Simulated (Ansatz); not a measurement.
One base run on Cs2NaGaCl6 (P1, 10 atoms in the cell) and variants with one or two settings moved

```
CELL_PARAMETERS angstrom
      0.00000     5.26513     5.26513
      5.26513     0.00000     5.26513
      5.26513     5.26513     0.00000
ATOMIC_POSITIONS crystal
  Cs 0.75212 0.74962 0.74725
  Cs 0.24829 0.24905 0.25104
  Na 0.49645 0.49887 0.50050
  Ga 0.99721 0.00163 0.00124
  Cl 0.77796 0.22620 0.22718
  Cl 0.22923 0.77137 0.77262
  Cl 0.22931 0.77325 0.23054
  Cl 0.77294 0.22995 0.76950
  Cl 0.22764 0.22784 0.77331
  Cl 0.76886 0.77222 0.22683
```

Base run A: Ansatz (a first-principles code) with PBE0, default PAW files made with PBE, self-consistent single point.

Its settings: basis.ecutwfc = 420 eV; kpoints.mp_grid.grid = 2 2 2; hamiltonian.xc = pbe0; hamiltonian.pseudopotentials = {kind: paw} (the program's default PAW files); scf.occupations.method = fermi_dirac; scf.occupations.width = 0.01 eV.

The starting cell comes from a database of computed structures (which also holds hypothetical and non-ambient phases and stackings), without a prior relaxation at this level. Its atoms were displaced at random from the sites of space group no. 225. Ansatz's pressure includes its estimate of the finite-basis (Pulay) stress.

ΔF is the free energy per atom less that of run A. A dash stands where there is no value to compare (another energy zero or no entropy term, no result, no spin, no clean gap, or a mesh too coarse for one). Total energies depend on the potentials, the functional and any Hubbard or dispersion term, so they are compared only between runs that share all of them.

Runs D, E sample the zone with one or two k-points, far too few for so small a cell.

Run A gave: pressure (GPa) -0.73; largest force (eV/Å) 0.217; gap on the mesh (eV) 4.841; k-points 8.

Runs:
- B: hamiltonian.xc: pbe0 → pbesol [PBEsol]
- C: hamiltonian.xc: pbe0 → hse06 [HSE06]
- D: kpoints.mp_grid.grid: 2 2 2 → 1 1 1
- E: kpoints.mp_grid.grid: 2 2 2 → 1 1 1; kpoints.mp_grid.shift: default → 0.5 0.5 0.5
- F: scf.convergence.dr2_threshold: default (1e-07 eV) → 1e-06 eV
- G: scf.mixing.algorithm: default (the program chose MSR1) → broyden; scf.mixing.beta: default → 1
- H: scf.mixing.preconditioner: default (the program chose none) → ldos

Question: What does run D change against A?

Answer: The free energy goes up by 339 meV/atom, the pressure goes from -0.73 to 3.73 GPa, the largest force goes from 0.217 to 0.563 eV/Å and the gap on the mesh goes from 4.841 to 4.852 eV.

Question: What does run E change against A?

Answer: The free energy drops by 15.1 meV/atom, the pressure goes from -0.73 to -0.88 GPa, the largest force goes from 0.217 to 0.200 eV/Å and the gap on the mesh goes from 4.841 to 6.153 eV.

```
run  ΔF (meV/atom)  pressure (GPa)  largest force (eV/Å)  gap on the mesh (eV)  k-points
---  -------------  --------------  --------------------  --------------------  --------
A             0.00           -0.73                 0.217                 4.841         8
B                –           -1.47                 0.189                 2.622         8
C                –           -0.65                 0.207                 4.103         8
D            338.9            3.73                 0.563                 4.852         1
E            -15.1           -0.88                 0.200                 6.153         1
F             0.00           -0.73                 0.217                 4.841         8
G             0.00           -0.73                 0.217                 4.841         8
H             0.00           -0.73                 0.217                 4.841         8
```

Keys are those of Ansatz 0.2.
